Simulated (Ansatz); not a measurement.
# Pressure series in HfO2

Take HfO$_{2}$ in the fluorite structure (space group Fm-3m, No. 225; a = 5.058 Å) as the base.

Cell and atoms are relaxed at each pressure.

All numbers come from r2SCAN in Ansatz (plane waves to 500 eV, PAW, scalar-relativistic without spin-orbit coupling).

```tsv
pressure (GPa)	band gap (eV)
-2	4.28
-1	4.29
0	4.30
1.8	4.32
4.2	?
9	4.39
18	4.46
```

Q: Fit E_g = E₀ + αP + βP² to the rows shown and predict the withheld row.

A: Least squares on the printed values gives E₀ = 4.30 eV, α = 10.8 meV/GPa, β = -0.11 meV/GPa² (largest residual 0.00 eV); this predicts 4.34 eV, and the run gives 4.34 eV, in agreement.

Spin-orbit coupling, missing from the scalar runs, can matter with Hf. Load acts through the strain it causes; cell and atoms are relaxed under it. Whether these cells are dynamically stable was not tested. Competing high-pressure phases were not computed. This is not the structure that HfO2 has at room temperature and ambient pressure.

Ansatz is a program for electronic structure.
